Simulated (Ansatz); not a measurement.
Hypothetical rock salt GaSb, response to strain and stress

Base system: GaSb in the rock salt structure (space group Fm-3m, No. 225; a = 5.801 Å; a hypothetical phase, not in the database extracts checked; relaxed with 0.1 eV smearing). Axes: x, y, z lie along the cube axes.

Strains are applied to the cell and any free atomic positions relax; under stress the whole cell relaxes.

Calculations: PBE/PAW in Ansatz (an electronic-structure program), scalar-relativistic without spin-orbit coupling.

Candidates:
(a) uniaxial stress, 0.5 GPa compression along z
(b) uniaxial stress, 2 GPa tension along z
(c) strain tensor (xx, yy, zz, yz, xz, xy) = (+1.39, +1.72, −1.34, +0.56, +0.63, +0.54) %
(d) strain tensor (xx, yy, zz, yz, xz, xy) = (−0.12, −1.32, −0.49, +0.40, +1.15, +0.09) %

Notes on the quantities. energy relative to the base: free energy F.

Question: Order them by energy relative to the base, lowest first.

Answer: (a) uniaxial stress, 0.5 GPa compression along z (+0.2 meV/atom), (d) strain tensor (xx, yy, zz, yz, xz, xy) = (−0.12, −1.32, −0.49, +0.40, +1.15, +0.09) % (+2.4 meV/atom), (b) uniaxial stress, 2 GPa tension along z (+3.6 meV/atom), (c) strain tensor (xx, yy, zz, yz, xz, xy) = (+1.39, +1.72, −1.34, +0.56, +0.63, +0.54) % (+5.0 meV/atom)

Beyond what the load breaks, stability against distortions was not tested. The final runs are not spin-polarised.
